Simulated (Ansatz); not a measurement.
System: fluorite PbF2 (high-temperature phase). Method: PBE-D3(BJ) in Ansatz (PAW).

Settings: plane-wave cutoff 520 eV, 10×10×10 k mesh, Fermi–Dirac smearing 0.01 eV, scalar-relativistic PAW data made under PBE.

Computed at the level's own relaxed cell.

### Question
Estimate the band gap, equilibrium lattice constant a, volume per atom, bulk modulus and Γ–Γ gap that the calculation returns.

### Answer

* **band gap**: 4.42 eV
* **equilibrium lattice constant a**: 5.963 Å
* **volume per atom**: 17.67 Å³/atom
* **bulk modulus**: 69.7 GPa
* **Γ–Γ gap**: 8.63 eV

Measured, for comparison: lattice constant a 5.94 Å, equilibrium volume per atom 17.46 Å³/atom, bulk modulus 64 GPa (temperature not stated, no zero-point or thermal correction; as tabulated in Cadelano and Cappellini (2011), arXiv:1107.5962). Computed (rounded) less measured: lattice constant a +0.4 %, equilibrium volume per atom +1.2 %, bulk modulus +9 %. A static lattice is as a rule a little smaller and stiffer than an uncorrected measurement, which narrows the difference in the bulk modulus and would widen misses of the other sign.

Spin–orbit coupling is not included; with these elements it can move the gap by several tenths of an eV or more.

Static lattice: no zero-point or thermal effects.

Computing time: very roughly 27 core-seconds.

Ansatz is a quantum-chemistry and plane-wave program.
